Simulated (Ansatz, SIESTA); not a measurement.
## One structure in several programs: CaZrN2 (R-3m, 4 atoms in the cell)

Relaxation of cell and atoms.

```xyz
4
Lattice="1.6675 0.9627 5.6420 -1.6675 0.9627 5.6420 0.0000 -1.9255 5.6420" Properties=species:S:1:pos:R:3 pbc="T T T"
Ca     0.0000     0.0000     0.0000
Zr     0.0000     0.0000     8.4630
N      0.0000     0.0000     4.0304
N      0.0000     0.0000    12.8956
```

Shared settings, as Ansatz (an electronic-structure program) writes them: kpoints.mp_grid.grid = 8 8 8; scf.occupations.method = fermi_dirac; scf.occupations.width = 0.0037 Ry. Potentials and cutoffs stand in the table.

| code | model | final volume (Å³/atom) | gap on the mesh (eV) | cutoff |
|---|---|---|---|---|
| SIESTA | GGA PBEsol, numerical atomic orbitals DZP, PseudoDojo PBEsol standard norm-conserving potentials (rewritten from UPF to PSML) | 13.44 | 0.978 | grid 300 Ry |
| Ansatz | PBEsol, PAW files made with PBE | 12.99 | 0.359 | default |

Gaps are read on the mesh.

The spread over the programs that give each value: final volume within 0.45 Å³/atom; gap on the mesh within 0.619 eV.

SIESTA uses small atom-centred bases, whose incompleteness enters pressures, forces and empty levels differently from a plane-wave cutoff. The programs treat the finite-basis stress differently while the cell relaxes: Ansatz adds an estimate of it.

The starting cell comes from a database of computed structures (which also holds hypothetical and non-ambient phases and stackings), without a prior relaxation at this level. Its lattice was rescaled by a random factor within 2.5 % of one.

Keys are those of Ansatz 0.2.
